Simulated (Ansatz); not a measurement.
The starting structures come from a database of crystals and need not be the phases stable at ambient conditions.

The decay constant κ of evanescent states in the gap governs leakage through a thin film.

Data:

```
GaS
1.0
    3.60064     0.00000     0.00000
   -1.80032     3.11824     0.00000
    1.80032     1.03941     7.68691
Ga S
2 2
Direct
  0.10598   0.05299   0.84103
  0.89402   0.94701   0.15897
  0.53327   0.76664   0.70009
  0.46673   0.23336   0.29991
```

Space group of this cell: R-3m. The cell was relaxed by PBE-D3(BJ); by PBEsol its mean pressure is -0.8 GPa.

Transport runs along the normal of the first two printed cell vectors, the (001) plane of the conventional cell.

The gap is the functional's own. No spin-orbit coupling. Mid-gap values are interpolated on the energy grid.

**Question.** Give the band gap and the smallest decay constant κ at mid-gap that PBEsol in Ansatz (an electronic-structure program) yields.

**Answer.** Gap 1.37 eV on a 10×10×10 mesh; κ = 0.116 1/Å, at the zone centre.
